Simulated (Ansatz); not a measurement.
**TiB2: biaxial strain −2.00 %, plane normal [001], relaxed out of plane**

Consider TiB₂ (space group P6/mmm, No. 191; a = 3.0324 Å, c = 3.2238 Å; relaxed with 0.1 eV smearing). Axes: x lies along a and z along c of the hexagonal cell.

Modification: biaxial strain −2.00 %, plane normal [001], relaxed out of plane (Cartesian); in-plane vectors clamped, the third vector and the atoms free.

Level of theory: PBE (Ansatz, a quantum-chemistry and plane-wave program, PAW, spin-orbit coupling left out). Settings: 22×22×18 k-points, 0.1 eV Fermi–Dirac smearing.

- Pressure (mean of the normal stresses, compression positive) = 9.7 GPa (base 0.0 GPa)
- Band gap = zero (base zero)
- Out-of-plane strain = +0.92 %
- Mean in-plane stress (compression positive) = +14.5 GPa

Final structure (turned so that z lies along the plane normal):

```
TiB2
1.0
    2.97173     0.00000     0.00000
    1.48587     2.57360     0.00000
    0.00000     0.00000     3.25356
Ti B
1 2
Direct
  0.00000   0.00000   0.00000
  0.66667   0.66667   0.50000
  0.33333   0.33333   0.50000
```

Stability against distortions was not tested. All final runs are without spin polarisation.
